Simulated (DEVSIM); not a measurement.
Device: GaAs p-n junction from an implanted or diffused profile, at 300 K.

Layer 1 from the left is GaAs, thickness (μm) 17.0, Nd (cm⁻³) 3.8e15, τn (s) 9e-9, τp (s) 9e-9.

Added acceptor profile: 2.2e17 cm⁻³ × exp(−(x − 0.035 μm)²/(2·(0.063 μm)²)). Left contact: ohmic. Right contact: ohmic. Voltage is applied to the left contact. Recombination: SRH at mid-gap. Mobility is constant in doping.

This is a model device: material constants are rounded textbook-type values typed into the input, and sizes, dopings and lifetimes were drawn at random. Values at 300 K.

GaAs: gap (eV) 1.424, affinity (eV) 4.07, permittivity 12.9, Nc (cm⁻³) 4.7e17, Nv (cm⁻³) 9e18, μn (cm²/Vs) 8500, μp (cm²/Vs) 400.

Simulated with DEVSIM: 1D drift-diffusion, Boltzmann statistics, complete ionisation; no tunnelling, impact ionisation, image-force lowering or self-heating.

Problem. What does the simulation give for the potential step across the device at zero bias, the dark forward voltage at 100 A/cm²?

Solution. potential step across the device at zero bias 1.199 V; dark forward voltage at 100 A/cm² 1.108 V.
